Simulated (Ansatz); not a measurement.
**Effect of pressure 100 GPa on Y**

Start from Y in the hcp (Mg type) structure (space group P6_3/mmc, No. 194; a = 3.656 Å, c = 5.679 Å).

Now apply this change: cell and atoms relaxed at a pressure of 100 GPa.

All numbers come from PBE (Ansatz, an electronic-structure program, PAW, without spin-orbit coupling), earlier PAW set. Settings: 15×15×8 k-points, 0.05 eV Fermi–Dirac smearing.

- Volume per atom = 14.83 Å³ (base 32.86 Å³)
- Lattice parameter a = 2.720 Å (base 3.656 Å)
- c/a ratio = 1.702 (base 1.553)
- Shortest interatomic distance = 2.720 Å (base 3.538 Å)
- Enthalpy H = E + PV relative to the base's energy = +12.55 eV/atom
- Band gap = zero (base zero)

Final structure:

```xyz
2
Lattice="2.7198 0.0000 0.0000 -1.3599 2.3554 0.0000 0.0000 0.0000 4.6284" Properties=species:S:1:pos:R:3 pbc="T T T"
Y      0.0000     1.5703     3.4713
Y      1.3599     0.7851     1.1571
```

Load acts through the strain it causes; cell and atoms are relaxed under it. Whether these cells are dynamically stable was not tested. Competing high-pressure phases were not computed. The final runs are not spin-polarised.
